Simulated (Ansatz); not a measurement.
Amorphous Si$_{16}$Ge$_{8}$O$_{48}$

It comes from a melt-quench run on a machine-learned potential (CHGNet), relaxed afterwards by DFT. O atoms were pushed apart under 1.9 Å during the dynamics, to hinder bonds among them. The hot cell started wider than the set density and was brought back towards it in steps. It is the lowest in DFT energy of 2 quenches. It is a model cell: composition and starting density were chosen by hand, and all elements were melted together. No dispersion term was used.

Methods: PBE, scalar-relativistic without spin-orbit coupling (Ansatz, a program for electronic structure); r2SCAN, scalar-relativistic without spin-orbit coupling (Ansatz); HSE06, scalar-relativistic without spin-orbit coupling (Ansatz). Geometry, pressure, stress and energy are those of the PBE run. Its sampling: a 2×2×2 Γ-centred mesh; Fermi-Dirac width 0.02 eV; no spin polarisation. Other functionals are single points at the zone centre (r2SCAN at 500 eV; exact exchange cut at the cell's faces), free to take moments where seeds were set. At PBE the levels at the filled edge of the gap are localised (band-tail or defect states), and the nearest spread-out levels lie 3.9 eV apart at the zone centre.

```yaml
number_of_atoms_in_the_cell: 72
Density (volume relaxed, without dispersion): 2.78 g/cm^3
volume_per_atom: 100.6 bohr³
Pressure on a 2×2×2 Γ-centred mesh: 0.05 GPa
Largest force and stress component on that mesh (the relaxation ran on the zone centre alone): 0.03 eV/Å and 0.1 GPa
Level gap on a 2×2×2 Γ-centred mesh (PBE): 3.12 eV
Level gap at the zone centre (PBE): 3.11 eV
Level gap at the zone centre (r2SCAN): 3.74 eV
Level gap at the zone centre (HSE06): 4.96 eV
```

Bonds are counted up to Si-Si 2.60 Å, Si-Ge 2.70 Å, Si-O 1.98 Å, Ge-Ge 2.81 Å, Ge-O 2.12 Å, O-O 1.58 Å. Two cations that share two anions don't count as bonded, nor two that share one unless they lie closer than Si-Si 2.38 Å, Si-Ge 2.47 Å, Ge-Ge 2.57 Å.

```
Quantity                                                          Value
---------------------------------  ------------------------------------
Mean coordination of Si by anions                      4.00 (16 with 4)
Mean coordination of Ge by anions             4.12 (7 with 4, 1 with 5)
Mean coordination of O                       2.02 (47 with 2, 1 with 3)
Mean Si-O bond                     1.639 Å (spread 0.041 Å, 64 counted)
Mean Ge-O bond                     1.779 Å (spread 0.048 Å, 33 counted)
```

Its density started from a set value of 2.89 g/cm³. Cooling (nominally 390 K/ps over its main leg) ran many orders faster than in experiment, which tends to leave more defects and strain. One small periodic cell is one sample of the glass; other quenches scatter about these values. Volume and shape were free in the relaxation.
